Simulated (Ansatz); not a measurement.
## Ga2O3, pressure series

Consider Ga$_{2}$O$_{3}$ in the corundum structure (space group R-3c, No. 167; a = 4.950 Å, c = 13.306 Å (hexagonal axes)).

Cell and atoms are relaxed at each pressure.

Calculations: Ansatz (a first-principles code) LDA, without spin-orbit coupling.

```tsv
variant	band gap	volume per atom	c/a ratio
base	3.04 eV	9.41 Å³	2.688
pressure −2 GPa	2.95 eV	9.49 Å³	2.691
pressure −1 GPa	2.99 eV	…	2.689
pressure 0.9 GPa	3.08 eV	9.38 Å³	2.687
pressure 2.1 GPa	3.13 eV	9.33 Å³	2.685
pressure 4.5 GPa	3.24 eV	9.24 Å³	2.682
pressure 9 GPa	3.42 eV	9.09 Å³	2.676
pressure 15 GPa	3.66 eV	8.90 Å³	…
pressure 22.5 GPa	3.92 eV	8.69 Å³	2.658
pressure 30 GPa	4.16 eV	8.51 Å³	2.648
```

Task: Complete the table.

Result: 
- pressure −1 GPa, volume per atom: 9.45 Å³
- pressure 15 GPa, c/a ratio: 2.668

Load acts through the strain it causes; cell and atoms are relaxed under it. Stability against distortions was not tested. No other phases were tried under pressure.
